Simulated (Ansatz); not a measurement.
Results of r²SCAN in Ansatz (PAW) for Ge (model structure, started from the C6 type, Im-3m, No. 229, 6 atoms in the cell).

Run with plane-wave cutoff 560 eV, 12×12×12 k mesh, Fermi–Dirac smearing 0.05 eV, scalar-relativistic PAW data made under PBE.

Cell (relaxed at this level):

Ge is taken in the cubic space group Im-3m (No. 229), Pearson symbol cI12. Lattice parameters: a = b = c = 7.0034 Å, α = β = γ = 90.00°. Ge on 12d has 4 Ge at 2.476 Å. (Neighbours: up to the widest gap in distance over summed covalent radii, below 1.35, at either atom.)
(The calculation used a cell of 6 atoms; values per cell refer to that cell.)

Predict the band gap, smallest direct gap on the k points sampled and direct gap at Γ.


band gap: 0.16 eV (indirect)
smallest direct gap on the k points sampled: 0.23 eV
direct gap at Γ: 4.26 eV

Note: the relaxation could raise the start's symmetry but not lower it, so the cell can be a saddle point.

Spin–orbit coupling is not included.

Computed values are for the static lattice.

A model structure was made by putting elements into a prototype or built by hand; it is no filed structure, need not be a known phase, and can be a saddle point held by its symmetry.

Ansatz is a quantum-chemistry and plane-wave program.
